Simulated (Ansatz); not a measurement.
Consider FeSi (space group P2_13, No. 198; a = 4.448 Å; non-magnetic).

Calculations: DFT with PBE, PAW potentials and a 420 eV plane-wave cutoff in Ansatz (an electronic-structure program), no SOC, earlier PAW set.

Base values:

| Item | Value |
|---|---|
| Lattice parameter a | 4.448 Å |

Now apply this change: hydrostatic tension (pressure −1 GPa).

Q: Predict the new lattice parameter a.

A: The lattice parameter a goes up by 0.007 Å, from 4.448 Å to 4.455 Å.

Load acts through the strain it causes; cell and atoms are relaxed under it. Stability against distortions was not tested. Seeded moments were not kept for the base. The final runs are not spin-polarised.
